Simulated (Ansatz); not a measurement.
Fluorite NiSi2, treated with PBE-D4 (plane waves, PAW; Ansatz, a quantum-chemistry and plane-wave program).

Settings: plane-wave cutoff 500 eV, 12×12×12 k mesh, Fermi–Dirac smearing 0.05 eV, no spin polarisation, scalar-relativistic PAW data made under PBE.

Computed at the level's own relaxed cell.

What does this level give for the volume per atom and lattice constant a?


- volume per atom = 12.99 Å³/atom
- lattice constant a = 5.382 Å

Measured, for comparison: equilibrium volume per atom 13.17 Å³/atom, lattice constant a 5.406 Å (temperature not stated, no zero-point or thermal correction; as tabulated in Wikipedia's data pages). Computed (rounded) less measured: equilibrium volume per atom -1.4 %, lattice constant a -0.4 %. A static lattice is as a rule a little smaller and stiffer than an uncorrected measurement, which narrows the difference in the equilibrium volume per atom, lattice constant a and would widen misses of the other sign.

Computed values are for the static lattice.

The result took around 30 core-seconds (rough).
